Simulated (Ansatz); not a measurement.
The parent structure is GaN in the zinc blende structure (space group F-43m, No. 216; a = 4.498 Å).

Calculations: DFT with r2SCAN, PAW potentials and a 500 eV plane-wave cutoff in Ansatz (a quantum-chemistry and plane-wave program), no SOC.

Before the change:

| Property | Result |
|---|---|
| Pressure | 0.00 GPa |
| Electron mass | 0.17 mₑ (at Γ) |

Perturbation: every lattice vector is shortened by 2.00 %; the atoms relax in the strained cell.

What does the calculation give for the pressure after the change?

The pressure goes from zero to 13.57 GPa.

What does the calculation give for the energy relative to the base after the change?

The energy goes up by 27 meV/atom.

Estimate the effect on the electron mass.

The electron mass becomes 0.20 mₑ (at Γ) (base: 0.17 mₑ (at Γ)).

The levels and masses belong to the bands next to the band gap. Effective masses come from finite differences of ±0.01 Å⁻¹. Stability against distortions was not tested. This is not the structure that GaN has at room temperature and ambient pressure.
